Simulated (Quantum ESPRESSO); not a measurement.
Quantum ESPRESSO 7.5, DFT, PBE, plane waves, PseudoDojo 0.5 standard norm-conserving PBE (local tails restored to the Coulomb form): zinc-blende GaAs with 2 Al on Ga sites (Al2As8Ga6), unrelaxed at the host's lattice constant, 16 atoms. Basis and mesh were picked for this test and aren't claimed converged.

* **cell**: 7.99, 7.99, 7.99 Å; 60, 60, 60°
* **task**: scf
* **k mesh**: 2×2×2
* **ecutwfc**: 84 Ry
* **ecutrho**: 336 Ry
* **occupations**: smearing
* **smearing**: gaussian
* **degauss**: 0.005 Ry
* **conv_thr**: 1.6e-08 Ry
* **tprnfor**: true
* **tstress**: false
* **k-point pools (-nk)**: 1
* **diagonalization**: david (default)
* **k-points computed**: 3
* **bands**: 122
* **electrons**: 204
* **G-vectors of the density**: 253667
* **FFT grid**: 90×90×90
* **symmetry operations**: 24

Settings of this run: mixing_mode = TF, mixing_beta = 0.1, mixing_ndim = 8; 8 ranks.

| SCF iteration | band solver's avg # of iterations (first pass) | estimated scf accuracy (Ry) |
|---|---|---|
| 1 | 4.0 | 0.47596970 |
| 2 | 1.0 | 0.41437067 |
| 3 | 2.3 | 0.02743390 |
| 4 | 13.7 | 0.02395628 |
| 5 | 2.0 | 0.02360265 |
| 6 | 1.0 | 0.00660948 |
| 7 | 2.0 | 0.00180910 |
| 8 | 8.0 | 0.00015329 |
| 9 | 2.0 | 0.00011766 |
| 10 | 2.0 | 0.00001062 |
| 11 | 3.3 | 0.00001678 |
| 12 | 3.0 | 0.00000298 |
| 13 | 2.0 | 0.00000059 |
| 14 | 2.0 | 0.00000080 |
| 15 | 2.0 | 0.00000009 |
| 16 | 2.3 | 0.00000004 |
| 17 | 2.7 | 0.00000004 |
| 18 | 2.0 | 0.00000005 |
| 19 | 1.0 | 0.00000003 |
| 20 | 2.0 | 5.2E-10 |

It converged after 20 SCF iterations.

The cycle is slow. Which setting should be changed?

Several could match; the one computed here: mixing_beta = 1 (9 SCF iterations) or mixing_beta = 0.7 (10 SCF iterations), all else kept. The other changes of this size gave: mixing_beta = 0.4 (13); mixing_mode = plain (16); mixing_beta = 0.2 (16); mixing_mode = local-TF (16). The first change moves the result by: energy equal as printed, forces (largest component) 1.1 meV/Å. Counts are of single runs.
